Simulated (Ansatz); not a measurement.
System: interstitial H in corundum (charge state +1). The step: a direct jump of one H atom; the atom moves 2.22 Å along (-0.17, 0.17, -0.13) of the unit cell; the moving atom starts with neighbours Al at 2.04, Al at 2.13; O at 1.01, O at 1.71, O at 2.18 Å and ends with Al at 2.04, Al at 2.13; O at 1.01, O at 1.71, O at 2.18 Å. DFT values are from Ansatz (plane-wave PAW, 420 eV unless said) in a cell of 120 host sites, spin-restricted, static, with no finite-size correction. The charge state is imposed; whether it is stable for some Fermi level was not computed. Sites that were not tried may lie lower. For the PBE band: the check of the saddle point's order was inconclusive, and it lies on a symmetry element of the cell, where a band can be held.

```csv
Level,Forward barrier (eV),Cost of the band or of the saddle's single point
"CHGNet universal potential (has no charge state), its own band",0.46,-
"PBE, the Γ point alone, band relaxed",1.38,around 18 core-minutes (rough)
"PBE, a 2×2×2 k-point mesh shifted by half a step along c, same geometries",1.38,very roughly 2.1 core-minutes
"r2SCAN at 500 eV, the Γ point alone, same geometries",1.41,very roughly 50 core-seconds
```

Ansatz is a first-principles code.
